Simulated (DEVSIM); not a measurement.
Structure: Ti/Al2O3/SiO2/n-Si capacitor, at 400 K.

Layer 1 from the left is Al2O3, thickness (nm) 14.0. Layer 2 from the left is SiO2, thickness (nm) 0.850. Layer 3 from the left is Si, thickness (nm) 1100, Nd (cm⁻³) 2.5e17.

Metal gate on the left, work function 4.33 eV. Fixed charge at the semiconductor interface 5.3e11 cm⁻² (in units of +e); no interface traps.

This is a model device: material constants are rounded textbook-type values typed into the input, and sizes, dopings and lifetimes were drawn at random. Values at 300 K; Nc and Nv go as T^1.5, mobilities as T to minus their exponent, the gap by Varshni's rule with the affinity fixed.

Al2O3: gap (eV) 6.8, affinity (eV) 1.35, permittivity 9. SiO2: gap (eV) 9, affinity (eV) 0.9, permittivity 3.9. Si: gap (eV) 1.124, affinity (eV) 4.05, permittivity 11.7, Nc (cm⁻³) 2.86e19, Nv (cm⁻³) 3.1e19, Varshni α (eV/K) 0.000473, Varshni β (K) 636.

Q: Estimate by hand the flat-band voltage, the threshold voltage, and compare with a numerical solution.

A: 
- Flat-band voltage: C = 0.499 μF/cm², work-function difference 0.102 V; VFB = φms − qNf/C = -0.07 V; numerical -0.07 V.
- Threshold voltage: φF = 0.369 V, depletion charge √(4εqNφF) = 2.47e-7 C/cm²; VT = VFB − 2φF − Qd/C = -1.30 V; numerical -1.30 V.

Model (solved in DEVSIM): 1D Poisson equation in equilibrium, Boltzmann statistics, complete ionisation; no quantum confinement or tunnelling. Metal contacts follow the ideal Schottky-Mott rule: no Fermi-level pinning, no interface dipoles.
